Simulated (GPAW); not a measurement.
# Worked example: self-consistent single point of ZnS (F-43m, 2 atoms in the cell) in GPAW

Computed with PBE, GPAW PAW datasets PBE (gpaw-data 1.0.1) (plane waves; GPAW).

Input:

```python
from ase import Atoms
from ase.units import GPa
from gpaw import GPAW

atoms = Atoms(['Zn', 'S'],
              cell=[[0.000000, 2.705000, 2.705000],
                    [2.705000, 0.000000, 2.705000],
                    [2.705000, 2.705000, 0.000000]],
              scaled_positions=[[0.000000, 0.000000, 0.000000],
                                [0.250000, 0.250000, 0.250000]],
              pbc=True)

calc = GPAW(mode={'name': 'pw', 'ecut': 800},
            xc='PBE',
            kpts=(7, 7, 7),
            occupations={'name': 'fermi-dirac', 'width': 0.05},
            nbands=-6,
            convergence={'density': 1e-05, 'bands': -4},
            symmetry={'symmorphic': False, 'tolerance': 0.0005},
            maxiter=120)

atoms.calc = calc

energy = atoms.get_potential_energy()
print('Energy (eV):', round(energy, 6))
forces = atoms.get_forces()
print('Forces (eV/Ang):')
print(forces.round(5))
stress = atoms.get_stress()
print('Stress (GPa, Voigt):', (stress / GPa).round(4))
```

Log, with long lists cut:

```
Input parameters:
  convergence: {bands: -4,
                density: 1e-05}
  kpts: [7 7 7]
  maxiter: 120
  mode: {ecut: 800,
         name: pw}
  nbands: -6
  occupations: {name: fermi-dirac,
                width: 0.05}
  symmetry: {symmorphic: False,
             tolerance: 0.0005}
  xc: PBE

species:
  Zn:
    name: Zinc
    Z: 30.0
    valence: 12
    core: 18
    charge: 0.0
    file: Zn.PBE.gz

    # Using partial waves for Zn as LCAO basis

  S:
    name: Sulfur
    Z: 16.0
    valence: 6
    core: 10
    charge: 0.0
    file: S.PBE.gz

    # Using partial waves for S as LCAO basis

Reference energy: -59718.946550  # eV

Spin-paired calculation

Convergence criteria:
 Maximum [total energy] change in last 3 cyles: 0.0005 eV / valence electron
 Maximum integral of absolute [dens]ity change: 1e-05 electrons / valence electron
 Maximum integral of absolute [eigenst]ate change: 4e-08 eV^2 / valence electron
 Maximum number of scf [iter]ations: 120

Symmetries present (total): 24
Symmetries with fractional translations: 0
343 k-points: 7 x 7 x 7 Monkhorst-Pack grid
20 k-points in the irreducible part of the Brillouin zone
       k-points in crystal coordinates                weights
   0:     0.00000000    0.00000000    0.00000000          1/343
   1:     0.14285714    0.14285714    0.00000000          6/343
   2:     0.14285714    0.14285714    0.14285714          8/343
   [... 7 lines left out ...]
          ...
  19:     0.42857143    0.42857143    0.42857143          8/343

Wave functions: Plane wave expansion
  Cutoff energy: 800.000 eV
  Number of coefficients (min, max): 2012, 2085
  Pulay-stress correction: 0.000000 eV/Ang^3 (de/decut=0.000000)

Occupation numbers: Fermi-Dirac:
  width: 0.0500  # eV

Eigensolver

Densities:
  Coarse grid: 25*25*25 grid
  Fine grid: 50*50*50 grid
  Total Charge: 0.000000

Density mixing:
  Method: separate
  Backend: pulay
  Linear mixing parameter: 0.05
  old densities: 5
  Damping of long wavelength oscillations: 50

Hamiltonian:
  XC and Coulomb potentials evaluated on a 50*50*50 grid
  External potential:
    NoExternalPotential

XC parameters: PBE with 2 nearest neighbor stencil

Number of atoms: 2
Number of atomic orbitals: 13
Number of bands in calculation: 15
Number of valence electrons: 18
Bands to converge: 11

Density initialized from atomic densities
  13 bands from LCAO basis set
  2 bands from random numbers

Atomic positions and initial magnetic moments

Positions:
   0 Zn     0.000000    0.000000    0.000000    ( 0.0000,  0.0000,  0.0000)
   1 S      1.352500    1.352500    1.352500    ( 0.0000,  0.0000,  0.0000)

Unit cell:
           periodic     x           y           z      points  spacing
  1. axis:    yes    0.000000    2.705000    2.705000    25     0.1249
  2. axis:    yes    2.705000    0.000000    2.705000    25     0.1249
  3. axis:    yes    2.705000    2.705000    0.000000    25     0.1249

  Lengths:   3.825448   3.825448   3.825448
  Angles:   60.000000  60.000000  60.000000

Effective grid spacing dv^(1/3) = 0.1363

     iter     time        total  log10-change:
                         energy   eigst   dens
iter:   1 --:--:--    -7.221922   +0.97
iter:   2 --:--:--    -7.196875   +0.26  -1.17
iter:   3 --:--:--    -6.929961   -0.79  -1.21
iter:   4 --:--:--    -6.944507   -1.64  -1.51
iter:   5 --:--:--    -6.981322   -1.50  -1.63
iter:   6 --:--:--    -6.961236   -3.31  -2.22
iter:   7 --:--:--    -6.970696   -3.70  -2.30
iter:   8 --:--:--    -6.927761   -2.00  -2.25
iter:   9 --:--:--    -6.928216   -3.11  -3.17
iter:  10 --:--:--    -6.928157c  -4.58  -3.26
iter:  11 --:--:--    -6.928379c  -4.38  -3.32
iter:  12 --:--:--    -6.928224c  -5.04  -3.43
iter:  13 --:--:--    -6.928183c  -4.33  -3.65
iter:  14 --:--:--    -6.928164c  -5.91  -3.96
iter:  15 --:--:--    -6.928164c  -6.80  -4.37
iter:  16 --:--:--    -6.928163c  -6.53  -4.46
iter:  17 --:--:--    -6.928163c  -7.75c -4.66
iter:  18 --:--:--    -6.928163c  -6.90  -4.60
iter:  19 --:--:--    -6.928163c  -7.60c -4.69
iter:  20 --:--:--    -6.928163c  -8.48c -4.81
iter:  21 --:--:--    -6.928163c  -8.80c -4.84
iter:  22 --:--:--    -6.928163c  -7.44c -4.88
iter:  23 --:--:--    -6.928163c  -8.80c -5.37c

Converged after 23 iterations.

Dipole moment: (-2.990970, -2.990970, -2.990970) |e|*Ang

Energy contributions relative to reference atoms: (reference = -59718.946550)

Kinetic:        +10.806964
Potential:       -9.208589
External:        +0.000000
XC:              -8.608094
Entropy (-ST):   -0.000000
Local:           +0.081557
SIC:             +0.000000
--------------------------
Free energy:     -6.928163
Extrapolated:    -6.928163

Showing only first 2 kpts
 Kpt  Band  Eigenvalues  Occupancy
  0     7      3.71645    2.00000
  0     8      3.71645    2.00000
  0     9      5.80404    0.00000
  0    10     10.08812    0.00000

  1     7      3.20429    2.00000
  1     8      3.20429    2.00000
  1     9      7.21998    0.00000
  1    10      9.22263    0.00000

Fermi level: 4.75946

Gap: 2.088 eV
Transition (v -> c):
  (s=0, k=0, n=8, [0.00, 0.00, 0.00]) -> (s=0, k=0, n=9, [0.00, 0.00, 0.00])
No difference between direct/indirect transitions
Energy (eV): -6.928163

Forces in eV/Ang:
  0 Zn   -0.00000    0.00000    0.00000
  1 S    -0.00000    0.00000   -0.00000

Stress tensor:
    -0.008743     0.000000    -0.000000
     0.000000    -0.008743     0.000000
    -0.000000     0.000000    -0.008743
Stress (GPa, Voigt): [-1.4009 -1.4009 -1.4009  0.     -0.      0.    ]
```

The run converged in 23 iterations. GPAW prints stress with tension positive.

The starting cell has typed, rounded lattice constants, without a prior relaxation at this level.
